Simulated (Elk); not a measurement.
Band structure of Ti3In (Fm-3m, 4 atoms in the cell).

```xyz
4
Lattice="0.0000 3.3211 3.3211 3.3211 0.0000 3.3211 3.3211 3.3211 0.0000" Properties=species:S:1:pos:R:3 pbc="T T T"
Ti     4.9816     4.9816     4.9816
Ti     1.6605     1.6605     1.6605
Ti     0.0000     0.0000     0.0000
In     3.3211     3.3211     3.3211
```
Moments meant for the start (each program seeds them in its own way; μB, in the order of the atoms Ti Ti Ti In): 0.0 0.0 1.0 0.0.

Computed with PBEsol, all-electron FP-LAPW, Elk's shipped species files, APW+lo basis with extra local orbitals in Elk 10.2.4.

Settings: xctype = 22; spinpol = true; rgkmax = 7.5; stype = 3; swidth = 0.00367493 Ha; ngridk = 8 8 8; reducebf = 0.8; gmaxvr = 14 1/bohr; nxlo = 2; lorbcnd = true; lmaxi = 2; nempty = 10 per atom; bfcmt = [[0.0, 0.0, 0.0], [0.0, 0.0, 0.0], [0.0, 0.0, -1.0], [0.0, 0.0, 0.0]].

The starting cell comes from a database of computed structures (which also holds hypothetical and non-ambient phases and stackings), without a prior relaxation at this level. The starting moments vanished: the run ended non-magnetic. Values depend on the basis (sphere radii, cutoffs, local orbitals), which need not be converged.

Levels in eV from the Fermi level, bands 24 to 31 of the first spin channel:
```json
[
 {"point": "Γ", "24": "-1.69", "25": "-1.25", "26": "-1.25", "27": "0.04", "28": "0.04", "29": "0.04", "30": "2.27", "31": "2.27"},
 {"point": "X", "24": "-1.60", "25": "-0.79", "26": "-0.79", "27": "-0.20", "28": "-0.04", "29": "-0.04", "30": "0.93", "31": "0.93"},
 {"point": "W", "24": "-2.18", "25": "-0.90", "26": "-0.35", "27": "-0.35", "28": "0.04", "29": "0.67", "30": "0.67", "31": "0.77"},
 {"point": "K", "24": "-1.48", "25": "-1.28", "26": "-0.42", "27": "-0.12", "28": "0.11", "29": "0.48", "30": "0.58", "31": "0.89"},
 {"point": "L", "24": "-1.83", "25": "-0.45", "26": "-0.34", "27": "-0.34", "28": "0.06", "29": "0.06", "30": "0.89", "31": "1.08"},
 {"point": "U", "24": "-1.48", "25": "-1.28", "26": "-0.42", "27": "-0.12", "28": "0.11", "29": "0.48", "30": "0.58", "31": "0.89"}
]
```

Bands cross the Fermi level along this path, so the cell is metallic at this level.

The net moment of the cell came out as 0.00 μB.
